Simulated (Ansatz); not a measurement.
**Hypothetical diamond Cr, pressure series**

Start from Cr in the diamond structure (space group Fd-3m, No. 227; non-magnetic; a hypothetical phase, not in the database extracts checked).

Cr is taken in the cubic space group Fd-3m, origin choice 1 (No. 227), the diamond structure, Pearson symbol cF8. Conventional cell: a = b = c = 5.008 Å, α = β = γ = 90.00°. Cr on 8b has 4 Cr at 2.169 Å (tetrahedral). (Neighbours: up to the widest gap in distance over summed covalent radii, below 1.35, at either atom.)
(The calculation used a cell of 2 atoms; values per cell refer to that cell.)

Cell and atoms are relaxed at each pressure.

All numbers come from PBEsol (Ansatz, an electronic-structure program), no spin-orbit coupling.

Notes on the quantities. enthalpy: H = E + PV relative to the base's energy.

```tsv
case	volume per atom	enthalpy
base	15.70 Å³	–
pressure −2 GPa	15.99 Å³	-0.20 eV/atom
pressure −1 GPa	15.84 Å³	-0.10 eV/atom
pressure 0.3 GPa	15.66 Å³	+0.03 eV/atom
pressure 0.7 GPa	15.61 Å³	+0.07 eV/atom
pressure 1.5 GPa	15.50 Å³	+0.15 eV/atom
pressure 3 GPa	15.31 Å³	+0.29 eV/atom
pressure 5 GPa	15.08 Å³	+0.48 eV/atom
pressure 7.5 GPa	14.81 Å³	+0.71 eV/atom
pressure 10 GPa	14.56 Å³	+0.94 eV/atom
```

Load acts through the strain it causes; cell and atoms are relaxed under it. Whether these cells are dynamically stable was not tested. Competing high-pressure phases were not computed. Starting moments died away, wholly or in part, for the base; another magnetic solution may exist. The final runs are not spin-polarised. Cr has a high density of states at the Fermi level and may be magnetic at this level.
